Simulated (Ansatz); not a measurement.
**NiGa (Pm-3m): band-structure transport figures**

Here is the system:

```yaml
crystal:
  lattice:
    - [2.87382, 0.00000, 0.00000]
    - [0.00000, 2.87382, 0.00000]
    - [0.00000, 0.00000, 2.87382]
  atoms:
    - { symbol: Ga, position: [0.00000, 0.00000, 0.00000] }
    - { symbol: Ni, position: [0.50000, 0.50000, 0.50000] }
```

The numbers are results of PBEsol, rigid bands (plane waves, PAW, scalar-relativistic; Ansatz, a quantum-chemistry and plane-wave program), not measurements. Cell: cell and atoms relaxed with PBEsol.

```json
{
  "density of states at the Fermi level": "0.837 states/(eV·cell), both spins",
  "bare Sommerfeld coefficient": "0.99 mJ/(mol of atoms·K²)",
  "drude_plasma_energy": "7.3 eV",
  "root-mean-square Fermi velocity": "7.6e5 m/s",
  "resistivity times τ": "9.3 ×10⁻²² Ω·m·s"
}
```

A metal at this level (no band gap); rigid bands, thermally averaged at 300 K, both spins. Spin-orbit coupling is left out. τ is one relaxation time for all states.

Formula and space group known from diffraction (Crystallography Open Database), not checked to be the room-temperature form: NiGa (Pm-3m). Treated as nonmagnetic (a ferromagnetic start lost its moment, other orders weren't tried): NiGa (Pm-3m).
